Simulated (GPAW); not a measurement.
Band structure of Cu₃N (Pm-3m, 4 atoms in the cell).

```
CELL_PARAMETERS angstrom
      3.83607     0.00000     0.00000
      0.00000     3.83607     0.00000
      0.00000     0.00000     3.83607
ATOMIC_POSITIONS crystal
  Cu 0.00000 0.00000 0.50000
  Cu 0.50000 0.00000 0.00000
  Cu 0.00000 0.50000 0.00000
  N  0.00000 0.00000 0.00000
```

Method: PBE, GPAW PAW datasets PBE (gpaw-data 1.0.1) (plane waves; GPAW).

Settings: mode = pw; ecut = 900 eV; xc = PBE; kpts = 7 7 7; mesh shift (steps) = 0 0 0; occupations.name = methfessel-paxton; occupations.width = 0.272 eV; occupations.order = 0; nbands = -8; convergence.density = 1e-05 e/electron; convergence.energy = 1e-05 eV/electron; convergence.bands = -6; symmetry.symmorphic = false; symmetry.tolerance = 0.0005.

The starting cell comes from a database of computed structures (which also holds hypothetical and non-ambient phases and stackings), without a prior relaxation at this level. Its lattice was rescaled by a random factor within 2.5 % of one.

**Question.** Predict the gap along the standard path and the places of the band edges.

**Answer.** The gap along the path is 0.26 eV, from R to M; the smallest direct gap on it is 0.79 eV.

Levels in eV from the top of the valence band on the SCF mesh, bands 16 to 23:
```csv
point,16,17,18,19,20,21,22,23
Γ,-1.55,-1.55,-1.55,-1.50,1.19,5.46,5.46,6.82
X,-1.88,-1.55,-1.14,-1.14,1.76,3.56,6.90,7.41
M,-1.85,-0.81,-0.81,-0.43,0.49,3.73,5.03,5.03
R,-1.59,0.23,0.23,0.23,1.11,1.11,1.11,6.39
```
